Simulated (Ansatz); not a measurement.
## A computed series for NbN: response to strain

Take NbN in the rock salt structure (space group Fm-3m, No. 225; a = 4.380 Å) as the base. Axes: x, y, z lie along the cube axes.

Strains are applied to the cell and any free atomic positions relax.

Computed with PBEsol, PAW, 420 eV (Ansatz, a program for electronic structure; scalar-relativistic without spin-orbit coupling).

Notes on the quantities. energy relative to the base: free energy F.

```
change                          volume per atom  energy relative to the base   pressure
------------------------------  ---------------  ---------------------------  ---------
base                                   10.50 Å³                   0 meV/atom    0.0 GPa
isotropic strain −1.88 %                9.92 Å³                 +37 meV/atom   21.5 GPa
isotropic strain +2.80 %               11.41 Å³                 +70 meV/atom  -23.0 GPa
uniaxial strain ε_xx = +1.04 %         10.61 Å³                +2.4 meV/atom   -3.3 GPa
uniaxial strain ε_zz = +3.28 %         10.85 Å³                 +22 meV/atom   -9.3 GPa
```

Without a gap, meshes like the base's 18×18×18 leave anisotropic stresses uncertain by several tenths of a GPa, and small strain energies with them. Whether these cells are dynamically stable was not tested. The final runs are not spin-polarised.
